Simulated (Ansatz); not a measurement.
The parent structure is BeAu (space group P2_13, No. 198; a = 4.6593 Å).

Levels (all Ansatz, an electronic-structure program, PAW): PBEsol (420 eV, no spin-orbit coupling); PBEsol+SOC (420 eV, spin-orbit coupling included).

The geometry is relaxed with PBEsol.

| Property | Value |
|---|---|
| PBEsol pressure | 0.0 GPa |

Problem. What does PBEsol+SOC give at this geometry for the pressure?

Solution. The pressure goes from zero to -1.2 GPa.

Single points use the geometry relaxed with PBEsol. The spin-orbit shifts are approximate. No phonon test of stability was made.
